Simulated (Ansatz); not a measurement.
Band structure of CaBi3 (Pm-3m, 4 atoms in the cell).

```yaml
crystal:
  lattice:
    - [4.85870, 0.00000, 0.00000]
    - [0.00000, 4.85870, 0.00000]
    - [0.00000, 0.00000, 4.85870]
  atoms:
    - { symbol: Ca, position: [0.50000, 0.50000, 0.50000] }
    - { symbol: Bi, position: [0.50000, 0.00000, 0.00000] }
    - { symbol: Bi, position: [0.00000, 0.50000, 0.00000] }
    - { symbol: Bi, position: [0.00000, 0.00000, 0.50000] }
```

Computed with PBEsol, PAW files made with PBE (plane waves; Ansatz, a first-principles code).

Settings: kpoints.mp_grid.grid = 9 9 9; hamiltonian.xc = pbesol; hamiltonian.pseudopotentials = {kind: paw} (an earlier, softer set of the program's PAW files); scf.occupations.method = fermi_dirac; scf.occupations.width = 0.1 eV; kpoints.band_path.npoints = 8.

The starting cell comes from a database of computed structures (which also holds hypothetical and non-ambient phases and stackings), without a prior relaxation at this level. Its lattice was rescaled by a random factor within 2.5 % of one. Spin-orbit coupling is off.

Levels in eV from the Fermi level, bands 25 to 32:
```json
[
 {"point": "Γ", "25": "-3.87", "26": "0.65", "27": "0.65", "28": "0.65", "29": "1.07", "30": "2.01", "31": "2.01", "32": "2.41"},
 {"point": "X", "25": "-2.00", "26": "-1.72", "27": "-1.21", "28": "-1.21", "29": "-0.54", "30": "1.91", "31": "1.91", "32": "2.55"},
 {"point": "M", "25": "-1.56", "26": "-1.56", "27": "-1.13", "28": "-1.13", "29": "-1.03", "30": "2.35", "31": "2.46", "32": "3.27"},
 {"point": "R", "25": "-4.30", "26": "-4.30", "27": "0.81", "28": "3.37", "29": "3.37", "30": "3.38", "31": "3.38", "32": "3.38"}
]
```

Bands cross the Fermi level along this path, so the cell is metallic at this level.

Keys are those of Ansatz 0.2.
